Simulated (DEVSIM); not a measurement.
Device: illuminated In0.53Ga0.47As p-on-n cell, one wavelength, at 300 K.

Layer 1 from the left is In0.53Ga0.47As, thickness (μm) 0.210, Na (cm⁻³) 7.6e17, τn (s) 3.4e-10, τp (s) 1.4e-9, absorption coefficient (cm⁻¹) 51000. Layer 2 from the left is In0.53Ga0.47As, thickness (μm) 0.600, Nd (cm⁻³) 1.5e16, τn (s) 2e-9, τp (s) 2e-9, absorption coefficient (cm⁻¹) 51000.

Left contact: ohmic, minority electron recombination velocity 10000 cm/s. Right contact: ohmic, minority hole recombination velocity 7e5 cm/s. Voltage is applied to the left contact. Recombination: SRH at mid-gap, radiative, Auger. Light enters at the left, 2.7e15 photons cm⁻² s⁻¹, one pass, no reflection. Mobility is μmin + (μ − μmin)/(1 + (N/Nref)^α).

The device is made up for the run: typed textbook-type constants, with dimensions and the other settings drawn at random. Values at 300 K.

In0.53Ga0.47As: gap (eV) 0.74, affinity (eV) 4.51, permittivity 13.9, Nc (cm⁻³) 2.1e17, Nv (cm⁻³) 7.7e18, μn (cm²/Vs) 12000, μp (cm²/Vs) 300, μn,min 300, μp,min 10, Nref,n 1.3e17, Nref,p 4.9e17, αn 0.48, αp 0.4, B (cm³/s) 9.6e-11, Cn (cm⁶/s) 5e-29, Cp (cm⁶/s) 5e-29.

Simulated with DEVSIM: 1D drift-diffusion, Boltzmann statistics, complete ionisation; no tunnelling, impact ionisation, image-force lowering or self-heating.

Question: What does the simulation give for the open-circuit voltage, the largest field in the device at zero bias, the fill factor, the potential step across the device at zero bias?

Answer: open-circuit voltage 0.082 V; largest field in the device at zero bias 58000 V/cm; fill factor 0.35; potential step across the device at zero bias 0.612 V.
